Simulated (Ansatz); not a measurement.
Cells marked so need not be the phases stable at ambient conditions, and some may be hypothetical.

 Where the default PAW files enter, the runs use the earlier of Ansatz's two default sets.

The gap is the functional's own, uncorrected, and κ follows it; spin-orbit coupling is left out. Mid-gap values are interpolated between the computed energies.

A. Cs2Pt (P6_3/mmc, not sure to be the ambient phase, 6 atoms a cell, 38.4 Å³ an atom), along the normal of (100)
B. SrHfN₂ (R-3m, not sure to be the ambient phase, 4 atoms a cell, 14.4 Å³ an atom, -2 GPa at this level), along the normal of (101)
C. PbBrF (P4/nmm, not sure to be the ambient phase, 6 atoms a cell, 22.3 Å³ an atom), along the normal of (001)
D. BaTi(BO3)2 (R-3, not sure to be the ambient phase, 10 atoms a cell, 12.5 Å³ an atom, -5 GPa at this level), along the normal of (110)

### Question
Order them by mid-gap decay constant of the slowest evanescent state (highest first) at the level r2SCAN (Ansatz, a quantum-chemistry and plane-wave program).

### Answer
D (0.35 1/Å), C (0.31 1/Å), A (0.26 1/Å), B (0.12 1/Å)
